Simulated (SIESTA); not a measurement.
Band structure of LiH (Fm-3m, 2 atoms in the cell).

```
CELL_PARAMETERS angstrom
      0.00000     2.04277     2.04277
      2.04277     0.00000     2.04277
      2.04277     2.04277     0.00000
ATOMIC_POSITIONS crystal
  Li 0.00000 0.00000 0.00000
  H  0.50000 0.50000 0.50000
```

Level of theory: GGA PBE, numerical atomic orbitals TZP, PseudoDojo PBE standard norm-conserving potentials (rewritten from UPF to PSML) in SIESTA 5.4.2.

Settings: XC.functional = GGA; XC.authors = PBE; potentials = PseudoDojo PBE standard; PAO.BasisSize = TZP; PAO.EnergyShift = 0.01 Ry; MeshCutoff = 350 Ry; kgrid.MonkhorstPack = 14 14 14; OccupationFunction = FD; ElectronicTemperature = 10 K; PAO.Polarization.NonPerturbative = true; MaxSCFIterations = 150; SCF.Mixer.Method = Pulay; SCF.Mixer.Weight = 0.1; SCF.Mixer.History = 6.

The starting cell comes from a database of computed structures (which also holds hypothetical and non-ambient phases and stackings), without a prior relaxation at this level. Its lattice was rescaled by a random factor within 2.5 % of one. Values carry the incompleteness of an atom-centred basis.

Task: Predict the gap along the standard path and the places of the band edges.

Result: The gap along the path is 3.14 eV, direct at X to within 0.01 eV.

Levels in eV from the top of the valence band on the path, bands 1 to 3:
```
point       1      2      3
-----  ------  -----  -----
Γ      -44.41  -5.24  15.53
X      -44.35   0.00   3.14
W      -44.34  -0.20   5.32
K      -44.35  -0.47   4.19
L      -44.35  -2.41   4.85
U      -44.35  -0.47   4.19
```

Higher empty bands are left out: an atom-centred basis made for the valence describes them poorly.
